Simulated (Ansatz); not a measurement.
Start from Mg2Ge in the anti-fluorite structure (space group Fm-3m, No. 225; a = 6.364 Å). Axes: x, y, z lie along the cube axes.

Level of theory: DFT with PBEsol, PAW potentials and a 420 eV plane-wave cutoff in Ansatz (a program for electronic structure), without spin-orbit coupling.

Before the change:

| Quantity | Value |
|---|---|
| Pressure | 0.0 GPa |
| Band gap | 0.08 eV |
| Shortest interatomic distance | 2.756 Å |

Now apply this change: uniaxial strain ε_zz = −3.00 %, all other strain components held at zero; the atoms relax in the strained cell.

### Question
How does this affect the pressure, energy relative to the base, band gap and shortest interatomic distance?

### Answer
The pressure (mean of the normal stresses, compression positive) goes from zero to 1.7 GPa; the energy goes up by 7.1 meV/atom; the band gap becomes zero (base: 0.08 eV); the shortest interatomic distance decreases by 0.027 Å to 2.729 Å.

Whether these cells are dynamically stable was not tested. All final runs are without spin polarisation. The zero or small gap of Mg2Ge can change with the level of theory.
